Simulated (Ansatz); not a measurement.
Cl on the 1x1 (111) surface of fcc Ni, ferromagnetic, one in a 2x2 cell, energies for each (21.5 Å²). Energies are against ½ Cl2(g), without zero-point or thermal terms; each row is named by its start.

Level of theory: PBE (plane waves to 420 eV, PAW; Ansatz, a first-principles code).

Model: 17-atom slab, 6.0 Å thick at the start under the adsorbate (thin: gaps and levels are the slab's own), 7x7x1 mesh, Fermi-Dirac 0.1 eV, dipole correction, 8 atoms held, the rest relaxed; each run with such symmetry as its start has; spin-polarised, no spin-orbit, no U, no dispersion correction.

A negative adsorption energy means that the adsorbate is more stable on the surface than in its reference. Heights count from the host atoms within 0.3 Å of the top one.

| starting site | E_ads (eV) | height (Å) | nearest host atom (Å) | bonded to | Δ work function (eV) | lateral drift (Å) | moment (μB) |
|---|---|---|---|---|---|---|---|
| top Ni | ? | 2.17 | Ni 2.12 | Ni | 1.05 | 0.0 | 10.6 |
| hollow Ni-Ni-Ni over Ni at depth 2.0 Å | -1.98 | 1.81 | Ni 2.30 | 3 Ni | -0.05 | 0.0 | 10.6 |
| hollow Ni-Ni-Ni over Ni at depth 4.0 Å | -2.04 | 1.79 | Ni 2.29 | 3 Ni | -0.09 | 0.0 | 10.5 |
| bridge Ni-Ni (span 2.5 Å) | -2.04 | 1.79 | Ni 2.29 | 3 Ni | -0.09 | 0.7 | 10.5 |

### Question
Complete the blanks.

### Answer

- top Ni, E_ads (eV): -1.49
